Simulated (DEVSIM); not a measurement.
Structure: CdTe n-i-p diode, at 400 K.

Layer 1 from the left is CdTe, thickness (μm) 0.390, Nd (cm⁻³) 4.6e17, τn (s) 1.5e-8, τp (s) 1.5e-8. Layer 2 from the left is CdTe, thickness (μm) 50.0, Na (cm⁻³) 2.3e13, τn (s) 1.5e-8, τp (s) 1.5e-8. Layer 3 from the left is CdTe, thickness (μm) 0.410, Na (cm⁻³) 1.5e18, τn (s) 1.5e-8, τp (s) 1.5e-8.

Left contact: ohmic. Right contact: ohmic. Voltage is applied to the left contact. Recombination: SRH at mid-gap. Mobility is constant in doping.

The device is made up for the run: typed textbook-type constants, with dimensions and the other settings drawn at random. Values at 300 K; Nc and Nv go as T^1.5, mobilities as T to minus their exponent, the gap by Varshni's rule with the affinity fixed.

CdTe: gap (eV) 1.5, affinity (eV) 4.28, permittivity 10.2, Nc (cm⁻³) 8e17, Nv (cm⁻³) 1.8e19, μn (cm²/Vs) 1000, μp (cm²/Vs) 80, T exponent of μn 1.7, T exponent of μp 1.5, Varshni α (eV/K) 0.00031, Varshni β (K) 108.

Model (solved in DEVSIM): 1D drift-diffusion, Boltzmann statistics, complete ionisation; no tunnelling, impact ionisation, image-force lowering or self-heating.

Question: What does the simulation give for the potential step across the device at zero bias?

Answer: potential step across the device at zero bias 1.336 V.
